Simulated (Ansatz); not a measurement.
TiAl3 (I4/mmm, No. 139), treated with PBEsol in Ansatz (PAW).

Run with plane-wave cutoff 520 eV, 20×20×20 k mesh, Fermi–Dirac smearing 0.05 eV, no spin polarisation, scalar-relativistic PAW data made under PBE.

Shape and atoms are relaxed at each volume.

Pressure at four volumes; x = ln(V/15.567 Å³). One pressure is withheld.

| V (Å³/atom) | x | P (GPa) |
|---|---|---|
| 14.944 | -0.0408 | 4.94 |
| 15.567 | 0.0000 | 0.00 |
| 15.878 | 0.0198 | -2.12 |
| 16.190 | 0.0392 | ? |

Pass a parabola P(x) through the three rows shown, estimate the bulk modulus and its pressure derivative near zero pressure, and predict the withheld pressure.

Slopes between the rows: (0.00 − (4.94))/(0.0000 − (-0.0408)) = -121.08 and (-2.12 − (0.00))/(0.0198 − (0.0000)) = -107.07 GPa. Their difference over the span 0.0606 is c = 14.01/0.0606 = 231.2 GPa, so P(x) = 4.94 + (-121.08)(x − (-0.0408)) + 231.2 (x − (-0.0408))(x − (0.0000)). At the middle row B = −dP/dx = −[-121.08 + 231.2 × 0.0408] = 111.6 GPa, and B′ = dB/dP = 2c/B = 4.1. At x = 0.0392 the parabola gives -4.02 GPa; the run gives -4.04 GPa. The Birch–Murnaghan fit to the energies at all volumes has B0 = 111 GPa and B′ = 4.1.

Ansatz is an electronic-structure program.
